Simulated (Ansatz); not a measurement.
## Response to strain in Mg

The reference is Mg (space group R-3m, No. 166; a = 3.1779 Å, c = 23.2406 Å (hexagonal axes); a cell from a computed database, its experimental status unchecked; relaxed with 0.1 eV smearing). Axes: x lies along a and z along c of the hexagonal cell.

Strains are applied to the cell and any free atomic positions relax; under biaxial strain the out-of-plane vector relaxes too.

The values are results of PBEsol (Ansatz, a program for electronic structure, PAW, no spin-orbit coupling), not measurements.

Notes on the quantities. energy relative to the base: free energy F; pressure: mean of the normal stresses, compression positive.

```json
[
 {"variant": "base", "volume per atom": "22.58 Å³", "energy relative to the base": "0 meV/atom", "pressure": "0.0 GPa"},
 {"variant": "biaxial strain +0.50 %, plane normal [001], relaxed out of plane", "volume per atom": "22.75 Å³", "energy relative to the base": "+0.3 meV/atom", "pressure": "-0.3 GPa"},
 {"variant": "biaxial strain +1.19 %, plane normal [001], relaxed out of plane", "volume per atom": "22.97 Å³", "energy relative to the base": "+1.6 meV/atom", "pressure": "-0.6 GPa"},
 {"variant": "isotropic strain −2.11 %", "volume per atom": "21.19 Å³", "energy relative to the base": "+11 meV/atom", "pressure": "2.7 GPa"},
 {"variant": "uniaxial strain ε_xx = −1.31 %", "volume per atom": "22.29 Å³", "energy relative to the base": "+0.8 meV/atom", "pressure": "0.5 GPa"},
 {"variant": "uniaxial strain ε_yy = −5.72 %", "volume per atom": "21.29 Å³", "energy relative to the base": "+17 meV/atom", "pressure": "2.5 GPa"}
]
```

Stability against distortions was not tested. This is not the structure that Mg has at room temperature and ambient pressure.
